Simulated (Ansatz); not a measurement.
# Ta2N: Li interstitial (started 2.12 Å from the nearest host atom), symmetric start

The reference is a 27-atom supercell of Ta$_{2}$N in the anti-CdI2 type structure (space group P-3m1, No. 164; a = 3.051 Å, c = 4.799 Å) at its relaxed geometry.

Perturbation: one Li atom is added in an open site, starting 2.12 Å from the nearest host atom, atoms relaxed at fixed cell.

The values are results of DFT with PBEsol-D3(BJ), PAW potentials and a 420 eV plane-wave cutoff in Ansatz (an electronic-structure program), spin-orbit coupling left out, not measurements. Γ-centred 6×5×5 mesh, Fermi–Dirac width 0.05 eV.

```csv
quantity,base,changed,shift
pressure,0.0 GPa,7.3 GPa,+7.3 GPa
largest displacement of a host atom from its site in the perfect cell,–,0.14 Å,–
final site of the added atom,–,6 Ta at 2.25–2.26 Å and 2 N at 2.31 Å,–
```

In so small a cell the defect repeats every few ångströms: this is an ordered compound, not a dilute defect. The defect started on the symmetric site and kept its symmetry, so it may sit on a saddle. All final runs are without spin polarisation. An odd electron count without spin: Ta2N. The defect cell is not spin-polarised.
